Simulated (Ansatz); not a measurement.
The starting structures come from a database of crystals and need not be the phases stable at ambient conditions.

Crystal: YVO4 (I4_1/amd, not sure to be the ambient phase, 12 atoms a cell, 13.4 Å³ an atom); planes in its conventional cell.

All values below come from r2SCAN (plane waves, PAW; Ansatz, a program for electronic structure).

No gap correction and no spin-orbit coupling; mid-gap values are interpolated between computed energies.

```json
[
 {"plane": "(001)", "area of the cell (Å²)": "50.9", "mid-gap κ (1/Å)": "0.46", "largest κ in the gap (1/Å)": "0.47"},
 {"plane": "(111)", "area of the cell (Å²)": "81.4", "mid-gap κ (1/Å)": "?", "largest κ in the gap (1/Å)": "?"}
]
```

Question: The slowest decay depends on the direction. Supply the withheld values.

Answer: 
- (111), mid-gap κ (1/Å): 0.50
- (111), largest κ in the gap (1/Å): 0.50
